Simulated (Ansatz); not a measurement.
Consider As-vacancy pair (As on one host Si site, one Si site vacant) in silicon, charge state +1. Level of theory: PBE, PAW (plane waves to 420 eV; Ansatz, a program for electronic structure).

Settings: 216 host sites, the relaxed PBE lattice, one k-point at (0.250, 0.250, 0.250), smearing 0.01 eV, spin-restricted, no image-charge correction. Energies are static. The charge state is imposed; whether it is stable for some Fermi level was not computed. Forms of the defect that were not tried may lie lower.

Barriers: single points on a 2×2×2 k-point mesh shifted by half a step at the bands' geometries (they differ from the bands' own by up to 0.14 eV, and are uncertain by about as much).

The step: direct exchange of As with the vacancy (As-vacancy distance between ideal sites 2.37 Å throughout). Atoms about the jump, Cartesian Å from the middle of the jump, before and after:

```json
[
 {"atom": "As1", "x0": "-0.55", "y0": "-0.55", "z0": "-0.55", "x1": "0.55", "y1": "0.55", "z1": "0.55"},
 {"atom": "Si2", "x0": "-0.54", "y0": "2.02", "z0": "2.02", "x1": "-0.62", "y1": "2.06", "z1": "2.06"},
 {"atom": "Si3", "x0": "-2.06", "y0": "-2.06", "z0": "0.62", "x1": "-2.02", "y1": "-2.02", "z1": "0.54"},
 {"atom": "Si4", "x0": "2.02", "y0": "-0.54", "z0": "2.02", "x1": "2.06", "y1": "-0.62", "z1": "2.06"},
 {"atom": "Si5", "x0": "-2.06", "y0": "0.62", "z0": "-2.06", "x1": "-2.02", "y1": "0.54", "z1": "-2.02"},
 {"atom": "Si6", "x0": "2.02", "y0": "2.02", "z0": "-0.54", "x1": "2.06", "y1": "2.06", "z1": "-0.62"},
 {"atom": "Si7", "x0": "0.62", "y0": "-2.06", "z0": "-2.06", "x1": "0.54", "y1": "-2.02", "z1": "-2.02"}
]
```

Task: Where do these atoms stand at the saddle point, and how high is it?

Result: 
| atom | x | y | z |
|---|---|---|---|
| As1 | -0.01 | 0.01 | 0.01 |
| Si2 | -0.63 | 1.95 | 1.95 |
| Si3 | -1.95 | -1.94 | 0.63 |
| Si4 | 1.95 | -0.63 | 1.95 |
| Si5 | -1.96 | 0.63 | -1.96 |
| Si6 | 1.96 | 1.96 | -0.63 |
| Si7 | 0.63 | -1.95 | -1.96 |
It lies 0.84 eV above the start and 0.84 eV above the end. The program found a first-order saddle point.
